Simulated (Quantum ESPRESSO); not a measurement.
A self-consistent single point of YMg3 (P4/mmm, 4 atoms in the cell) with Quantum ESPRESSO.

Method: LDA (PZ), GBRV 1.5 ultrasoft (LDA) pseudopotentials (plane waves; Quantum ESPRESSO).

```yaml
crystal:
  lattice:
    - [4.88666, 0.00000, 0.00000]
    - [0.00000, 4.88666, 0.00000]
    - [0.00000, 0.00000, 4.21986]
  atoms:
    - { symbol: Y, position: [0.00000, 0.00000, 0.50000] }
    - { symbol: Mg, position: [0.00000, 0.50000, 0.00000] }
    - { symbol: Mg, position: [0.50000, 0.00000, 0.00000] }
    - { symbol: Mg, position: [0.50000, 0.50000, 0.50000] }
```

Reference input (self-consistent single point, DFT, LDA (PZ), plane waves, GBRV 1.5 ultrasoft (LDA) pseudopotentials): ecutwfc = 40 Ry; ecutrho = 320 Ry; occupations = smearing; smearing = methfessel-paxton; degauss = 0.0073499 Ry; potentials = {Y: y_lda_v1.4.uspp.F.UPF, Mg: mg_lda_v1.4.uspp.F.UPF}; K_POINTS = automatic 6 6 6 0 0 0; conv_thr = 1e-10 Ry. This run's input differs from it in these lines:

```diff
@@ -31,3 +31,3 @@
 K_POINTS automatic
-6 6 6  0 0 0
+4 4 5  0 0 0
 CELL_PARAMETERS bohr
```

The program printed (abridged):

```
     Self-consistent Calculation

     iteration #  1     ecut=    40.00 Ry     beta= 0.70

---- Real-time Memory Report at c_bands before calling an iterative solver
           274 MiB given to the printing process from OS
            62 MiB allocation reported by mallinfo(arena+hblkhd)
------------------

     Threshold (ethr) on eigenvalues was too large:
     Diagonalizing with lowered threshold

---- Real-time Memory Report at c_bands before calling an iterative solver
           301 MiB given to the printing process from OS
            80 MiB allocation reported by mallinfo(arena+hblkhd)
------------------

   [... lines left out ...]

---- Real-time Memory Report at c_bands before calling an iterative solver
           306 MiB given to the printing process from OS
            86 MiB allocation reported by mallinfo(arena+hblkhd)
------------------

     total energy              =    -468.01830348 Ry
     estimated scf accuracy    <          2.3E-10 Ry

     iteration #  9     ecut=    40.00 Ry     beta= 0.70

---- Real-time Memory Report at c_bands before calling an iterative solver
           307 MiB given to the printing process from OS
            87 MiB allocation reported by mallinfo(arena+hblkhd)
------------------
     End of self-consistent calculation

     the Fermi energy is     6.3321 ev

!    total energy              =    -468.01830348 Ry
     estimated scf accuracy    <          3.1E-11 Ry
     smearing contrib. (-TS)   =      -0.00024565 Ry
     internal energy E=F+TS    =    -468.01805783 Ry

     convergence has been achieved in   9 iterations

     Forces acting on atoms (cartesian axes, Ry/au):

     atom    1 type  1   force =     0.00000000    0.00000000    0.00000000
   [... zero for the other atoms too ...]

     Total force =     0.000000     Total SCF correction =     0.000000

          total   stress  (Ry/bohr**3)                   (kbar)     P=      -23.25
  -0.00016908   0.00000000   0.00000000          -24.87        0.00        0.00
   0.00000000  -0.00016908   0.00000000            0.00      -24.87        0.00
   0.00000000   0.00000000  -0.00013598            0.00        0.00      -20.00

   JOB DONE.
```

The run converged in 9 iterations. Against the reference run the free energy goes up by 9.7 meV/atom and the pressure hardly changes (-2.33 to -2.32 GPa).

The starting cell comes from a database of computed structures (which also holds hypothetical and non-ambient phases and stackings), without a prior relaxation at this level.

Cost on one core of a shared machine: roughly 40 s.
